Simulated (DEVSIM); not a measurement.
Structure: abrupt Ge n-p junction, at 250 K.

```csv
layer (left to right),material,thickness (μm),Nd (cm⁻³),Na (cm⁻³),τn (s),τp (s)
1,Ge,0.780,8.7e16,-,1.7e-6,1.7e-6
2,Ge,20.0,-,7.1e17,1.7e-6,1.7e-6
```

Left contact: ohmic. Right contact: ohmic. Voltage is applied to the left contact. Recombination: SRH at mid-gap, radiative, Auger. Mobility is μmin + (μ − μmin)/(1 + (N/Nref)^α).

The device is made up for the run: typed textbook-type constants, with dimensions and the other settings drawn at random. Values at 300 K; Nc and Nv go as T^1.5, mobilities as T to minus their exponent, the gap by Varshni's rule with the affinity fixed.

```tsv
parameter	Ge
gap (eV)	0.664
affinity (eV)	4
permittivity	16
Nc (cm⁻³)	1.04e19
Nv (cm⁻³)	6e18
μn (cm²/Vs)	3900
μp (cm²/Vs)	1900
μn,min	150
μp,min	100
Nref,n	2.6e17
Nref,p	4e17
αn	0.56
αp	0.6
T exponent of μn	1.66
T exponent of μp	2.33
B (cm³/s)	6.4e-14
Cn (cm⁶/s)	1e-31
Cp (cm⁶/s)	1e-31
Varshni α (eV/K)	0.000477
Varshni β (K)	235
```

Model (solved in DEVSIM): 1D drift-diffusion, Boltzmann statistics, complete ionisation; no tunnelling, impact ionisation, image-force lowering or self-heating.

### Question
Tabulate band edges, carrier densities and field at zero bias.

### Answer
Energies count from the Fermi level of the right contact; mesh points crowd at the junctions.

```json
[
 {"x (μm)": "0.000", "Ec (eV)": "0.097", "Ev (eV)": "-0.586", "n (cm⁻³)": "8.7e16", "p (cm⁻³)": "7100000", "field (V/cm)": "≈ 0"},
 {"x (μm)": "0.02740", "Ec (eV)": "0.097", "Ev (eV)": "-0.586", "n (cm⁻³)": "8.7e16", "p (cm⁻³)": "7100000", "field (V/cm)": "≈ 0"},
 {"x (μm)": "0.08836", "Ec (eV)": "0.097", "Ev (eV)": "-0.586", "n (cm⁻³)": "8.7e16", "p (cm⁻³)": "7100000", "field (V/cm)": "≈ 0"},
 {"x (μm)": "0.2102", "Ec (eV)": "0.097", "Ev (eV)": "-0.586", "n (cm⁻³)": "8.7e16", "p (cm⁻³)": "7100000", "field (V/cm)": "≈ 0"},
 {"x (μm)": "0.5328", "Ec (eV)": "0.097", "Ev (eV)": "-0.586", "n (cm⁻³)": "8.7e16", "p (cm⁻³)": "7100000", "field (V/cm)": "≈ 0"},
 {"x (μm)": "0.6737", "Ec (eV)": "0.104", "Ev (eV)": "-0.579", "n (cm⁻³)": "6.4e16", "p (cm⁻³)": "9700000", "field (V/cm)": "4300"},
 {"x (μm)": "0.7419", "Ec (eV)": "0.282", "Ev (eV)": "-0.401", "n (cm⁻³)": "1.6e13", "p (cm⁻³)": "3.8e10", "field (V/cm)": "57000"},
 {"x (μm)": "0.7820", "Ec (eV)": "0.587", "Ev (eV)": "-0.096", "n (cm⁻³)": "1.2e7", "p (cm⁻³)": "5.4e16", "field (V/cm)": "76000"},
 {"x (μm)": "0.8125", "Ec (eV)": "0.642", "Ev (eV)": "-0.040", "n (cm⁻³)": "890000", "p (cm⁻³)": "7.0e17", "field (V/cm)": "470"},
 {"x (μm)": "0.8837", "Ec (eV)": "0.643", "Ev (eV)": "-0.040", "n (cm⁻³)": "880000", "p (cm⁻³)": "7.1e17", "field (V/cm)": "≈ 0"},
 {"x (μm)": "1.033", "Ec (eV)": "0.643", "Ev (eV)": "-0.040", "n (cm⁻³)": "880000", "p (cm⁻³)": "7.1e17", "field (V/cm)": "≈ 0"},
 {"x (μm)": "1.554", "Ec (eV)": "0.643", "Ev (eV)": "-0.040", "n (cm⁻³)": "880000", "p (cm⁻³)": "7.1e17", "field (V/cm)": "≈ 0"},
 {"x (μm)": "2.487", "Ec (eV)": "0.643", "Ev (eV)": "-0.040", "n (cm⁻³)": "880000", "p (cm⁻³)": "7.1e17", "field (V/cm)": "≈ 0"},
 {"x (μm)": "4.508", "Ec (eV)": "0.643", "Ev (eV)": "-0.040", "n (cm⁻³)": "880000", "p (cm⁻³)": "7.1e17", "field (V/cm)": "≈ 0"},
 {"x (μm)": "11.18", "Ec (eV)": "0.643", "Ev (eV)": "-0.040", "n (cm⁻³)": "880000", "p (cm⁻³)": "7.1e17", "field (V/cm)": "≈ 0"},
 {"x (μm)": "16.36", "Ec (eV)": "0.643", "Ev (eV)": "-0.040", "n (cm⁻³)": "880000", "p (cm⁻³)": "7.1e17", "field (V/cm)": "≈ 0"},
 {"x (μm)": "18.84", "Ec (eV)": "0.643", "Ev (eV)": "-0.040", "n (cm⁻³)": "880000", "p (cm⁻³)": "7.1e17", "field (V/cm)": "≈ 0"},
 {"x (μm)": "19.90", "Ec (eV)": "0.643", "Ev (eV)": "-0.040", "n (cm⁻³)": "880000", "p (cm⁻³)": "7.1e17", "field (V/cm)": "≈ 0"},
 {"x (μm)": "20.49", "Ec (eV)": "0.643", "Ev (eV)": "-0.040", "n (cm⁻³)": "880000", "p (cm⁻³)": "7.1e17", "field (V/cm)": "≈ 0"},
 {"x (μm)": "20.66", "Ec (eV)": "0.643", "Ev (eV)": "-0.040", "n (cm⁻³)": "880000", "p (cm⁻³)": "7.1e17", "field (V/cm)": "≈ 0"},
 {"x (μm)": "20.74", "Ec (eV)": "0.643", "Ev (eV)": "-0.040", "n (cm⁻³)": "880000", "p (cm⁻³)": "7.1e17", "field (V/cm)": "≈ 0"},
 {"x (μm)": "20.78", "Ec (eV)": "0.643", "Ev (eV)": "-0.040", "n (cm⁻³)": "880000", "p (cm⁻³)": "7.1e17", "field (V/cm)": "≈ 0"}
]
```
